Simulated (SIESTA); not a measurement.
SIESTA run on Al (Fm-3m, 1 atom in the cell): self-consistent single point.

Method: LDA PW92, numerical atomic orbitals TZP, PseudoDojo LDA standard norm-conserving potentials (rewritten from UPF to PSML) (SIESTA 5.4.2).

```yaml
crystal:
  lattice:
    - [0.00000, 2.06187, 2.06187]
    - [2.06187, 0.00000, 2.06187]
    - [2.06187, 2.06187, 0.00000]
  atoms:
    - { symbol: Al, position: [0.00000, 0.00000, 0.00000] }
```

Reference input (self-consistent single point, DFT, GGA PBE, numerical atomic orbitals TZP, PseudoDojo PBE standard norm-conserving potentials (rewritten from UPF to PSML)): XC.functional = GGA; XC.authors = PBE; potentials = PseudoDojo PBE standard; PAO.BasisSize = TZP; PAO.EnergyShift = 0.005 Ry; MeshCutoff = 350 Ry; kgrid.MonkhorstPack = 11 11 11; OccupationFunction = MP; OccupationMPOrder = 0; ElectronicTemperature = 50 meV; MaxSCFIterations = 150; SCF.Mixer.Method = Pulay. This run's input differs from it in these lines:

```diff
@@ -1,2 +1,2 @@
-# files in the folder: Al.psml (PseudoDojo PBE standard)
+# files in the folder: Al.psml (PseudoDojo LDA standard)
 SystemName  Al
@@ -20,4 +20,4 @@
 
-XC.functional                GGA
-XC.authors                   PBE
+XC.functional                LDA
+XC.authors                   PW92
 PAO.BasisSize                TZP
```

Output, abridged:

```
        iscf     Eharris(eV)        E_KS(eV)     FreeEng(eV)     dDmax    Ef(eV) dHmax(eV)
   scf:    1      -61.164287      -64.225091      -64.226592  1.780832 -5.340348  0.109545
   scf:    2      -64.225828      -64.225460      -64.226963  0.003367 -5.344969  0.097876
   scf:    3      -64.228310      -64.226930      -64.228437  0.026246 -5.384873  0.000738
   scf:    4      -64.226930      -64.226930      -64.228437  0.000214 -5.384841  0.000344
   scf:    5      -64.226930      -64.226930      -64.228437  0.000181 -5.384953  0.000019
   scf:    6      -64.226930      -64.226930      -64.228437  0.000012 -5.384961  0.000000
SCF Convergence by DM+H criterion
max |DM_out - DM_in|         :     0.0000116840
max |H_out - H_in|      (eV) :     0.0000001159
SCF cycle converged after 6 iterations

Using DM_out to compute the final energy and forces

siesta: E_KS(eV) =              -64.2269

siesta: E_KS - E_eggbox =       -64.2269

siesta: Atomic forces (eV/Ang):
     1    0.000000    0.000000    0.000000
   Tot    0.000000    0.000000    0.000000
   Max    0.000000
   Res    0.000000    sqrt( Sum f_i^2 / 3N )
   Max    0.000000    constrained

Stress tensor Voigt[x,y,z,yz,xz,xy] (kbar):       66.83       66.83       66.83       -0.00       -0.00       -0.00
(Free)E + p*V (eV/cell)      -64.9597
Target enthalpy (eV/cell)      -64.2284

siesta: Program's energy decomposition (eV):
siesta: FreeEng =       -64.228437

siesta: Stress tensor (static) (eV/Ang**3):
siesta:     0.041714   -0.000000   -0.000000
siesta:    -0.000000    0.041714   -0.000000
siesta:    -0.000000   -0.000000    0.041714

siesta: Cell volume =         17.531390 Ang**3

siesta: Pressure (static):
siesta:                Solid            Molecule  Units
siesta:          -0.00045432         -0.00045432  Ry/Bohr**3
siesta:          -0.04171420         -0.04171420  eV/Ang**3
siesta:         -66.83350926        -66.83350926  kBar
```

The run converged in 6 iterations. Against the reference run the pressure goes from -3.92 to -6.68 GPa.

The starting cell comes from a database of computed structures (which also holds hypothetical and non-ambient phases and stackings), without a prior relaxation at this level. Its lattice was rescaled by a random factor within 2.5 % of one. Values carry the incompleteness of an atom-centred basis. With a pressure of about -7 GPa the cell is away from its equilibrium volume at this level.

Cost on one core of a shared machine: roughly 30 s.
